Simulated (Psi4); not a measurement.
Psi4 1.11, B3LYP/def2-svp: Cr(O)2(Cl)(NH2) ([NH2][Cr](=[O])(=[O])[Cl]), 7 atoms. The geometry is a generated start, not checked to be a minimum at this level.

| Item | Value |
|---|---|
| task | energy |
| method | b3lyp |
| basis | def2-svp |
| memory | 3 GB |
| maxiter | 100 |
| keys of the molecule block | symmetry c1 |
| scf_type | df (default) |
| guess | auto, which took SAD (default) |
| scf_initial_accelerator | adiis (default) |
| e_convergence | 1e-06 (default) |
| d_convergence | 1e-06 (default) |
| dft_radial_points | 75 (default) |
| dft_spherical_points | 302 (default) |
| basis functions | 101 |
| grid points | 152073 |

```xyz
7

Cr     0.5474    -0.4835     0.0906
O      1.7327    -0.0859    -0.8209
O      0.7520    -0.7401     1.6022
Cl    -0.3132    -2.1536    -0.7132
N     -0.6680     0.8389    -0.0432
H     -0.7296     1.5097    -0.8044
H     -1.3213     1.1146     0.6889
```

Charge 0 and multiplicity 1 are set for this test and not shown to be the ground state.

One run each on 2 threads. Values of diis_max_vecs tried: 3, 6, 10 (default), 20.

**Question.** Which value of diis_max_vecs needs the fewest SCF iterations, and what happens away from it?

**Answer.** Fewest SCF iterations, within one of each other: 10 (default) with 17, 20 with 17. The count rises to 19 at 6. The run ends without SCF convergence in 100 iterations at 3.

| diis_max_vecs | SCF iterations | end |
|---|---|---|
| 3 | 100 | no convergence |
| 6 | 19 | same solution |
| 10 (default) | 17 | same solution |
| 20 | 17 | same solution |
